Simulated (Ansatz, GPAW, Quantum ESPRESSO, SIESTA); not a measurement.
## One structure in several programs: CaMg6Si (P1, 8 atoms in the cell)

Self-consistent single point, at a second geometry (atoms moved at random). First geometry:

```
CELL_PARAMETERS angstrom
      5.03356     0.00000     0.00000
      0.00000     3.06934     5.99068
      0.00000    -3.06934     5.99068
ATOMIC_POSITIONS crystal
  Ca 0.50000 0.17945 0.17945
  Mg 0.50000 0.67779 0.17823
  Mg 0.50000 0.17823 0.67779
  Mg 0.00000 0.82264 0.33484
  Mg 0.00000 0.33484 0.82264
  Mg 0.00000 0.34315 0.34315
  Mg 0.00000 0.81755 0.81755
  Si 0.50000 0.64633 0.64633
```

Second geometry:
```yaml
crystal:
  lattice:
    - [5.03356, 0.00000, 0.00000]
    - [0.00000, 3.06934, 5.99068]
    - [0.00000, -3.06934, 5.99068]
  atoms:
    - { symbol: Ca, position: [0.50631, 0.17273, 0.19178] }
    - { symbol: Mg, position: [0.48985, 0.67163, 0.17647] }
    - { symbol: Mg, position: [0.49753, 0.19161, 0.66977] }
    - { symbol: Mg, position: [0.00186, 0.82364, 0.33556] }
    - { symbol: Mg, position: [0.98855, 0.33613, 0.81628] }
    - { symbol: Mg, position: [0.01446, 0.34726, 0.34079] }
    - { symbol: Mg, position: [0.00728, 0.80913, 0.82270] }
    - { symbol: Si, position: [0.49416, 0.64786, 0.64663] }
```

Shared settings, as Ansatz (an electronic-structure program) writes them: kpoints.mp_grid.grid = 4 3 3; scf.occupations.method = gaussian; scf.occupations.width = 0.1 eV. Potentials and cutoffs stand in the table.

```json
[
 {"code": "GPAW", "model": "PBEsol, GPAW PAW datasets PBEsol (made by gpaw-setup)", "ΔF from the first geometry (meV/atom)": "7.0", "pressure (GPa)": "-0.66", "largest force (eV/Å)": "0.416", "cutoff": "850 eV"},
 {"code": "SIESTA", "model": "GGA PBEsol, numerical atomic orbitals DZP, PseudoDojo PBEsol standard norm-conserving potentials (rewritten from UPF to PSML)", "ΔF from the first geometry (meV/atom)": "9.6", "pressure (GPa)": "3.60", "largest force (eV/Å)": "–", "cutoff": "grid 300 Ry"},
 {"code": "Ansatz", "model": "PBEsol, PAW files made with PBE", "ΔF from the first geometry (meV/atom)": "7.0", "pressure (GPa)": "-0.73", "largest force (eV/Å)": "0.414", "cutoff": "default"},
 {"code": "Quantum ESPRESSO", "model": "PBEsol, GBRV 1.5 ultrasoft (PBESOL) pseudopotentials", "ΔF from the first geometry (meV/atom)": "7.0", "pressure (GPa)": "-0.72", "largest force (eV/Å)": "0.414", "cutoff": "40 Ry"}
]
```

Size of the force on each atom (eV/Å): Sizes of forces hide their directions.

```csv
code,Ca1,Mg2,Mg3,Mg4,Mg5,Mg6,Mg7,Si8
GPAW,0.297,0.416,0.280,0.053,0.262,0.330,0.254,0.137
Ansatz,0.295,0.414,0.279,0.048,0.266,0.330,0.255,0.133
Quantum ESPRESSO,0.296,0.414,0.279,0.048,0.266,0.330,0.255,0.133
```

A dash marks a value that a program does not give, or that is left out as unsure.

The spread over the programs that give each value: ΔF from the first geometry within 2.6 meV/atom; pressure within 4.33 GPa; largest force within 0.002 eV/Å.

SIESTA uses small atom-centred bases, whose incompleteness enters pressures, forces and empty levels differently from a plane-wave cutoff. Ansatz's pressure is given at a fixed set of plane waves, as the other plane-wave codes print theirs. In the pressure, SIESTA (by 4.32) lies more than 1 GPa from the median of the plane-wave programs.

The shared mesh is coarse (it stands for a supercell whose shortest vector is 18 Å), so the values are not converged in it.

The starting cell comes from a database of computed structures (which also holds hypothetical and non-ambient phases and stackings), without a prior relaxation at this level. For this run, on top of that: atoms moved at random.

Left out of this page: CP2K (unsound by tests on forces, stress, charge or solver warnings).

Keys are those of Ansatz 0.2.
